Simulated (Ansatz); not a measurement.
Abridged Ansatz (an electronic-structure program) output:

```
Pseudopotential: C, paw, valence charge 4
Crystal: 8 atoms, lattice volume = 62.179 Å³
Basis set: ecut = 500 eV, 1575 PW (Γ), exchange–correlation on 120×120×120 points (64 copies of the dense FFT grid, shifted against one another)
Bands: 24, of which v1, the nominal top of the filled ones, is band 16 counted from 1 (15 counted from 0)
Symmetry: 48 space group operations
k-points: 84 of 1728
Functional: x = r2scan, c = r2scan; τ floored in thin density (d = 2e-4 eV/Å³)
SCF iter   1: F=—  HF=-1974.605037 eV  |F-HF|=—  |Δ(HF+E_count)|=         —  Δρ=9.19e-3  dr2=3.31e-2  dr2_τ=2.10e-2  ethr=1.77e-3  ⟨swp⟩=4.0  Hψ=8196  notcnv=0
SCF iter   2: F=—  HF=-1974.707196 eV  |F-HF|=—  |Δ(HF+E_count)|=   1.02e-1  Δρ=4.25e-3  dr2=3.53e-3  dr2_τ=5.36e-4  ethr=1.03e-4  ⟨swp⟩=2.0  Hψ=4595  notcnv=0  defer=109
SCF 1 converged in 8 iterations: F = -1974.709093 eV  dr2 = 3.05e-10
SCF converged after 8 iterations
Free energy (F): -1974.709093 eV
Internal energy: -1974.685430 eV  (E = F + TS)
E sigma→0 (E₀):  -1974.697261 eV
Entropy (-TS):   -0.023663 eV (-2.958 meV/atom)
Fermi energy:    9.443433 eV
--- Forces (eV/Å), atoms counted from 1 ---
  atom   1  C     -0.00000000    -0.00000000     0.00000000
  atom   2  C      0.00000000     0.00000000     0.00000000
  atom   3  C     -0.00000000    -0.00000000     0.00000000
  atom   4  C     -0.00000000    -0.00000000    -0.00000000
  atom   5  C     -0.00000000     0.00000000     0.00000000
  atom   6  C      0.00000000     0.00000000     0.00000000
  atom   7  C      0.00000000     0.00000000     0.00000000
  atom   8  C      0.00000000    -0.00000000    -0.00000000
--- Stress (GPa, compression-positive) ---
       -6.512229      -0.000000       0.000000
       -0.000000      -6.512229       0.000000
        0.000000       0.000000      -6.512229
  P = ⅓ Tr σ = -6.5122 GPa (-65.122 kbar)
```

Question: What was computed, and what are the main results?

Answer: C, 8 atoms in the cell, with r2SCAN in Ansatz (plane waves to 500 eV, PAW, no SOC). The last SCF converged to F = -1974.709093 eV, or -246.8386 eV per atom, at a pressure of -6.51 GPa. The total energy compares only with runs of the same code, potentials and settings.

Single points use the geometry relaxed with PBEsol. The cells carry an imposed strain or load. No phonon test of stability was made. The cell was made from C (space group Pm-3n, No. 223; a hypothetical phase, not in the database extracts checked) by this change: isotropic strain +3.77 %.
